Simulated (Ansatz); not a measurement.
The boundary is one mirror-built cell; no search for the lowest one was made.

System: Σ11 (113) symmetric tilt boundary in fcc Ir; relaxed on a coarser mesh with the in-plane cell held.

Data:

```
Ir
1.0
    2.73748     0.00000     0.00000
    1.36874     4.53960     0.00000
    0.00000     0.00000    39.94737
Ir
34
Direct
  0.99804   0.00391   0.02507
  0.27256   0.45488   0.05756
  0.54601   0.90797   0.08420
  0.81860   0.36280   0.11463
  0.09091   0.81818   0.14351
  0.36364   0.27273   0.17275
  0.63636   0.72727   0.20198
  0.90909   0.18182   0.23122
  0.18182   0.63636   0.26045
  0.45455   0.09091   0.28969
  0.72727   0.54545   0.31892
  0.00000   0.00000   0.34816
  0.27273   0.45455   0.37739
  0.54545   0.90909   0.40663
  0.81776   0.36448   0.43551
  0.09035   0.81930   0.46594
  0.36380   0.27240   0.49258
  0.63832   0.72336   0.52507
  0.36380   0.27240   0.55756
  0.09035   0.81930   0.58420
  0.81776   0.36448   0.61463
  0.54545   0.90909   0.64351
  0.27273   0.45455   0.67275
  0.00000   0.00000   0.70198
  0.72727   0.54545   0.73122
  0.45455   0.09091   0.76045
  0.18182   0.63636   0.78969
  0.90909   0.18182   0.81892
  0.63636   0.72727   0.84816
  0.36364   0.27273   0.87739
  0.09091   0.81818   0.90663
  0.81860   0.36280   0.93551
  0.54601   0.90797   0.96594
  0.27256   0.45488   0.99258
```

Zero-bias coherent transport, averaged over 0.1 eV about the Fermi level.

Values are means of three energies within 0.05 eV of the Fermi level, on a potential converged at a Fermi-Dirac width of 0.05 eV. Resistances leave out the leads' Sharvin resistance. Spin-orbit coupling is left out.

Question: Give the specific resistance of the junction and the share of channels that pass that PBE (Ansatz, a quantum-chemistry and plane-wave program) yields.

Answer: AR = 0.28 × 10⁻¹⁵ Ω m²; 64 % of the channels of the narrower lead pass.
